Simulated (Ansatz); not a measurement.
Functionals compared on a constructed model of the (111) surface of fcc Al, a pseudomorphic layer of Ni in the host's stacking (bottom of the slab: a bare face, its two planes held), in Ansatz (plane waves, PAW). The structure was relaxed with PBE; the other rows are single points on it. Cutoff 420 eV.

Model: 7-atom slab, 13.6 Å thick at the start with caps and adatoms (thin: gaps and levels are the slab's own), 15x15x1 mesh, Fermi-Dirac 0.1 eV, dipole correction, 2 atoms held, the rest relaxed; symmetry of the start imposed; spin-polarised, no spin-orbit, no U. The starting moment vanished. In PBE it is, or lies within 0.01 eV a 1x1 cell of, the lowest of the 2 structures of its composition computed so far; subsurface sites and larger cells were not tried. These notes are the PBE run's.

```
functional  work function of the top face (eV)  magnetic moment of the cell (μB)  rough cost of the single point
----------  ----------------------------------  --------------------------------  ------------------------------
PBE                                       4.54                              0.00                               –
RPBE                                      4.36                              0.00    very roughly 24 core-seconds
```

Ansatz is an electronic-structure program.
